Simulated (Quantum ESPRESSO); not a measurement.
**Effort and miss along a sweep of K_POINTS: Mg6ZnSn (Amm2, 8 atoms in the cell)**

Cell: a = 4.9781 Å, b = 6.3295 Å, c = 6.3295 Å, α = 61.63°, β = 90.00°, γ = 90.00°.

Computed with PBEsol, SSSP 1.1.2 efficiency (PBE) pseudopotentials (plane waves; Quantum ESPRESSO).

Base settings: ecutwfc = 50 Ry; ecutrho = 400 Ry; occupations = smearing; smearing = fermi-dirac; degauss = 0.0099958 Ry; input_dft = pbesol; potentials = {Mg: Mg.pbe-n-kjpaw_psl.0.3.0.UPF, Zn: Zn_pbe_v1.uspp.F.UPF, Sn: Sn_pbe_v1.uspp.F.UPF}; K_POINTS = automatic 4 3 3 0 0 0; conv_thr = 1e-11 Ry.

Misses are taken against the tightest run, automatic 9 8 8 0 0 0, which need not be fully converged itself. The energy is the free energy per atom.

The count of work is k-points × plane waves × bands × iterations; it is no time, and leaves out set-up, grids and terms that scale otherwise. Core times come from one kind of shared machine and are given to one figure; runs under 30 s give none.

The starting cell comes from a database of computed structures (which also holds hypothetical and non-ambient phases and stackings), without a prior relaxation at this level. Without a gap this mesh is coarse (it stands for a supercell whose shortest vector is 19 Å).

The runs (K_POINTS): automatic 1 1 1 0 0 0 | automatic 2 2 2 0 0 0 | automatic 3 3 3 0 0 0 | automatic 4 3 3 0 0 0 | automatic 4 4 4 0 0 0 | automatic 6 5 5 0 0 0 | automatic 7 6 6 0 0 0 | automatic 8 7 7 0 0 0 | automatic 9 8 8 0 0 0.

### Question
Which is the coarsest setting among those run that, with all tighter ones, holds the energy within 20 meV/atom of the reference, and what does it save?

### Answer
automatic 2 2 2 0 0 0, off by 11 meV/atom; it needs 0.084 of the reference's count of work and about 0.2 of the reference's time.

### Question
Which is the coarsest setting among those run that, with all tighter ones, holds the energy within 5 meV/atom of the reference, and what does it save?

### Answer
automatic 6 5 5 0 0 0, off by 1.0 meV/atom; it needs 0.40 of the reference's count of work and about 0.4 of the reference's time. The coarser automatic 3 3 3 0 0 0 also lies inside, but a setting between leaves the range again, so that is luck.

### Question
For at most 0.3 times the reference's count of work, which run misses the energy least?

### Answer
automatic 3 3 3 0 0 0, with a miss of 2.7 meV/atom at a count of 0.084.

### Question
What does the step from automatic 4 4 4 0 0 0 to automatic 8 7 7 0 0 0 buy?

### Answer
It takes the miss in the energy from 7.4 to 0.82 meV/atom, for 4.8 times the count of work and roughly 3 times the time.

| K_POINTS | energy less reference (meV/atom) | pressure less reference (GPa) | largest difference in the force on any atom (eV/Å) | count of work / reference | core time / reference (rough) |
|---|---|---|---|---|---|
| automatic 1 1 1 0 0 0 | -232.09 | -0.57 | 0.337 | 0.010 | 0.08 |
| automatic 2 2 2 0 0 0 | 11.02 | 0.67 | 0.072 | 0.084 | 0.2 |
| automatic 3 3 3 0 0 0 | -2.70 | -0.10 | 0.216 | 0.084 | 0.2 |
| automatic 4 3 3 0 0 0 | -7.12 | -0.08 | 0.124 | 0.13 | 0.2 |
| automatic 4 4 4 0 0 0 | -7.42 | 0.00 | 0.020 | 0.21 | 0.3 |
| automatic 6 5 5 0 0 0 | 1.04 | -0.05 | 0.013 | 0.40 | 0.4 |
| automatic 7 6 6 0 0 0 | -1.19 | 0.00 | 0.024 | 0.55 | 0.6 |
| automatic 8 7 7 0 0 0 | 0.82 | -0.01 | 0.012 | 1.0 | 0.9 |
| automatic 9 8 8 0 0 0 | 0.00 | 0.00 | 0.000 | 1.0 | 1 |
